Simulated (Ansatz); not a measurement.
The reference is MgO in the rock salt structure (space group Fm-3m, No. 225; a = 4.215 Å).

The change: every O is replaced by Se, then cell and atoms are relaxed.

Levels (all Ansatz, a program for electronic structure, PAW, earlier PAW set): PBEsol (420 eV, scalar-relativistic without spin-orbit coupling); r2SCAN (500 eV, spin-orbit coupling left out).

The geometry is relaxed with PBEsol.

* **PBEsol smallest direct gap**: 2.51 eV
* **PBEsol band gap**: 1.78 eV
* **PBEsol hole mass**: 0.16, 0.78, 0.78 mₑ (at Γ)

With r2SCAN at the same geometry, the smallest direct gap rises by 1.03 eV (2.51 eV → 3.54 eV); the band gap goes up by 0.73 eV to 2.51 eV; the hole mass (degenerate bands, along [100]) becomes 0.20, 0.78, 0.78 mₑ (at Γ) (PBEsol: 0.16, 0.78, 0.78 mₑ (at Γ)).

Single points use the geometry relaxed with PBEsol. Effective masses come from finite differences of ±0.01 Å⁻¹. Whether these cells are dynamically stable was not tested.
